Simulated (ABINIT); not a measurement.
Input and output of a self-consistent single point for WO2F (C2/c, 8 atoms in the cell) (ABINIT).

Level of theory: PBEsol, norm-conserving pseudopotentials (PseudoDojo nc-sr-04 PBEsol standard) (plane waves; ABINIT 10.0.3).

The change in words: lattice scaled by 0.98. Reference geometry:
```xyz
8
Lattice="4.8396 -2.6773 0.0000 4.8396 2.6773 0.0000 -2.9684 0.0000 4.4655" Properties=species:S:1:pos:R:3 pbc="T T T"
W      2.4198    -1.3386     0.0000
W      0.9356     1.3386     2.2327
O      0.1616    -0.0214     3.3024
O      6.5491     0.0214     1.1631
O      5.0649    -0.0214     3.3959
O      1.6458     0.0214     1.0696
F      2.6132     1.2426     3.3491
F      4.0975    -1.2426     1.1164
```

Reference input (self-consistent single point, DFT, PBEsol, plane waves, norm-conserving pseudopotentials (PseudoDojo nc-sr-04 PBEsol standard)): pseudos = [W.upf, O.upf, F.upf]; ecut = 1143 eV; ixc = -116133; occopt = 7; tsmear = 0.00499791 Ha; ngkpt = 4 4 4; nshiftk = 1; shiftk = 0 0 0; potentials = PseudoDojo nc-sr-04 PBEsol standard; nband = 42; kptopt = 1; nstep = 100. This run's input differs from it in these lines:

```diff
@@ -3,7 +3,7 @@
 pseudos "W.upf, O.upf, F.upf"
-acell 10.4516276360 10.4516276360 10.1329190596
+acell 10.2425956356 10.2425956356 9.9302601016
 rprim
-         0.8750284289   -0.4840715326    0.0000000000
-         0.8750284289    0.4840715326    0.0000000000
-        -0.5535964546   -0.0000000000    0.8327850656
+         0.8750284739   -0.4840714511   -0.0000000000
+         0.8750284739    0.4840714511   -0.0000000000
+        -0.5535964677    0.0000000000    0.8327850569
 natom 8
@@ -13,10 +13,10 @@
 xcart
-         4.5727356548   -2.5296677038    0.0000000000
-         1.7679616218    2.5296677038    4.2192718318
-         0.3054154465   -0.0403734966    6.2405561956
-        12.3759791066    0.0403734966    2.1979874681
-         9.5712050736   -0.0403734966    6.4172592999
-         3.1101894795    0.0403734966    2.0212843637
-         4.9383102601    2.3482399361    6.3289077477
-         7.7430842931   -2.3482399361    2.1096359159
+         4.4812814141   -2.4790740662   -0.0000000000
+         1.7326029563    2.4790740662    4.1348861117
+         0.2993077375   -0.0395660221    6.1157446524
+        12.1284610033    0.0395660221    2.1540275710
+         9.3797825455   -0.0395660221    6.2889136828
+         3.0479861953    0.0395660221    1.9808585407
+         4.8395451415    2.3012748742    6.2023291676
+         7.5882235993   -2.3012748742    2.0674430559
 ecut 1143 eV
```

Output (repeated stretches shortened):

```
--- !BeginCycle
solver: {iscf: 7, nstep: 100, nline: 4, wfoptalg: 0, }
tolerances: {tolvrs: 1.00E-12, }
...

     iter   Etot(hartree)      deltaE(h)  residm     vres2
 ETOT  1  -265.93572167216    -2.659E+02 3.114E-01 3.191E+03
 ETOT  2  -264.34439681558     1.591E+00 1.553E-01 1.175E+04
 ETOT  3  -266.83026091522    -2.486E+00 4.505E-02 3.253E+02
 ETOT  4  -266.85805985076    -2.780E-02 4.427E-02 1.291E+02
 ETOT  5  -266.86344445173    -5.385E-03 4.736E-03 8.171E+01
   [... 7 lines left out ...]
 ETOT 13  -266.87358584082    -4.206E-12 4.577E-04 3.957E-09
 ETOT 14  -266.87358584082     1.421E-12 2.784E-04 6.666E-11
 ETOT 15  -266.87358584082    -3.752E-12 6.969E-04 2.736E-12
 ETOT 16  -266.87358584081     6.651E-12 2.288E-04 2.045E-13
 At SCF step   16       vres2   =  2.05E-13 < tolvrs=  1.00E-12 =>converged.

 Cartesian components of stress tensor (hartree/bohr^3)
  sigma(1 1)= -2.85435603E-04  sigma(3 2)=  0.00000000E+00
  sigma(2 2)= -4.75971567E-04  sigma(3 1)=  1.26262274E-04
  sigma(3 3)= -3.89397740E-04  sigma(2 1)=  0.00000000E+00

 ----iterations are completed or convergence reached----

 reduced coordinates (array xred) for    8 atoms
       0.500000000008      0.000000000008     -0.000000000010
       0.000000000008      0.500000000008      0.499999999990
       0.247489999995      0.239509999994      0.739529999991
       0.752510000021      0.760490000022      0.260469999989
       0.760490000022      0.752510000021      0.760469999989
       0.239509999994      0.247489999995      0.239529999991
   [... lines left out ...]
 Fermi (or HOMO) energy (eV) =   6.58847   Average Vxc (eV)= -10.02635
   [... lines left out ...]
total_energy        : -2.66873585840814E+02
total_energy_eV     : -7.26199958640904E+03
band_energy         : -3.14804963009548E+01
...

-Cartesian components of stress tensor (GPa)         [Pressure=  1.1286E+01 GPa]
- sigma(1 1)= -8.39780396E+00  sigma(3 2)=  0.00000000E+00
- sigma(2 2)= -1.40035646E+01  sigma(3 1)=  3.71476373E+00
- sigma(3 3)= -1.14564751E+01  sigma(2 1)=  0.00000000E+00

 Calculation completed.
```

The run converged in 16 iterations. Against the reference run the free energy goes up by 21.7 meV/atom, the pressure goes from -2.51 to 11.29 GPa and the largest force goes from 0.065 to 0.045 eV/Å.

The starting cell comes from a database of computed structures (which also holds hypothetical and non-ambient phases and stackings), without a prior relaxation at this level. For this run, on top of that: lattice scaled by 0.98. Spin polarisation is off. With a pressure of about 11 GPa the cell is away from its equilibrium volume at this level.

Cost on one core of a shared machine: roughly 8 min.
